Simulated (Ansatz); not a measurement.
Abridged Ansatz (a quantum-chemistry and plane-wave program) output:

```
Pseudopotential: Ti, paw, valence charge 12
Pseudopotential: Zn, paw, valence charge 12
Pseudopotential: O, paw, valence charge 6
Crystal: 10 atoms, lattice volume = 102.196 Å³
Basis set: ecut = 420 eV, 2019 PW (Γ), exchange–correlation on 80×80×80 points (8 copies of the dense FFT grid, shifted against one another)
Bands: 52, of which v1, the nominal top of the filled ones, is band 42 counted from 1 (41 counted from 0)
Symmetry: 6 space group operations
k-points: 90 of 512
Functional: x = pbesol(κ = 0.804, μ = 0.12345679012345678), c = pbesol(β = 0.046)
SCF iter   1: F=—  HF=-14884.014917 eV  |F-HF|=—  |Δ(HF+E_count)|=         —  Δρ=1.99e-2  dr2=3.45e-1  ethr=1.77e-3  ⟨swp⟩=6.1  Hψ=18804  notcnv=0
SCF iter   2: F=—  HF=-14883.954163 eV  |F-HF|=—  |Δ(HF+E_count)|=   6.08e-2  Δρ=8.58e-3  dr2=8.16e-2  ethr=4.10e-4  ⟨swp⟩=2.4  Hψ=8599  notcnv=0  defer=356
SCF 1 converged in 10 iterations: F = -14883.939579 eV  dr2 = 7.59e-10
SCF converged after 10 iterations
Free energy (F): -14883.939579 eV
Internal energy: -14883.939579 eV  (E = F + TS)
E sigma→0 (E₀):  -14883.939579 eV
Fermi energy:    10.313906 eV
--- Forces (eV/Å), atoms counted from 1 ---
  atom   1  Ti     0.00000000     0.00000000     0.00017629
  atom   2  Ti     0.00000000    -0.00000000    -0.00017629
  atom   3  Zn     0.00000000    -0.00000000    -0.00072242
  atom   4  Zn    -0.00000000     0.00000000     0.00072242
  atom   5  O      0.00008029     0.00023223     0.00012800
  atom   6  O     -0.00008029    -0.00023223    -0.00012800
  atom   7  O      0.00016097    -0.00018565     0.00012800
  atom   8  O     -0.00016097     0.00018565    -0.00012800
  atom   9  O     -0.00024126    -0.00004658     0.00012800
  atom  10  O      0.00024126     0.00004658    -0.00012800
--- Stress (GPa, compression-positive) ---
       -0.004390      -0.000000      -0.000000
        0.000000      -0.004390       0.000000
       -0.000000       0.000000      -0.001119
  P = ⅓ Tr σ = -0.0033 GPa (-0.033 kbar)
```

Problem. What was computed, and what are the main results?

Solution. TiZnO3, 10 atoms in the cell, with PBEsol/PAW in Ansatz, without spin-orbit coupling. The last SCF converged to F = -14883.939579 eV, or -1488.3940 eV per atom, at a pressure of 0.00 GPa. The total energy compares only with runs of the same code, potentials and settings.

Whether these cells are dynamically stable was not tested. The final runs are not spin-polarised. The cell is TiZnO₃ (space group R-3, No. 148; a cell from a computed database, its experimental status unchecked).
